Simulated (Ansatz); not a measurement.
The starting structures come from a database of crystals and need not be the phases stable at ambient conditions.

```yaml
crystal:
  lattice:
    - [7.07541, 0.00000, 0.00000]
    - [-3.46964, 6.25999, 0.00000]
    - [-1.73482, 3.13000, 3.62745]
  atoms:
    - { symbol: Al, position: [0.00000, 0.50000, 0.00000] }
    - { symbol: Al, position: [0.50000, 0.50000, 0.00000] }
    - { symbol: H, position: [0.75000, 0.71940, 0.56120] }
    - { symbol: H, position: [0.25000, 0.28060, 0.43880] }
    - { symbol: S, position: [0.75000, 0.13088, 0.73824] }
    - { symbol: S, position: [0.25000, 0.86912, 0.26176] }
    - { symbol: O, position: [0.65046, 0.82072, 0.98394] }
    - { symbol: O, position: [0.34954, 0.17928, 0.01606] }
    - { symbol: O, position: [0.84954, 0.19534, 0.98394] }
    - { symbol: O, position: [0.15046, 0.80466, 0.01606] }
    - { symbol: O, position: [0.91664, 0.23945, 0.50206] }
    - { symbol: O, position: [0.08336, 0.76055, 0.49794] }
    - { symbol: O, position: [0.58336, 0.25849, 0.50206] }
    - { symbol: O, position: [0.41664, 0.74151, 0.49794] }
    - { symbol: O, position: [0.75000, 0.58478, 0.83044] }
    - { symbol: O, position: [0.25000, 0.41522, 0.16956] }
```

Space group of this cell: C2/c. The cell is taken as given; by r2SCAN its mean pressure is -5.0 GPa.

Transport runs along the normal of the first two printed cell vectors.

No gap correction and no spin-orbit coupling; mid-gap values are interpolated between computed energies.

Problem. Predict the band gap and the smallest decay constant κ at mid-gap from r2SCAN run with Ansatz (a first-principles code).

Solution. Gap 6.49 eV on a 6×8×8 mesh; κ = 0.504 1/Å, at the zone centre.
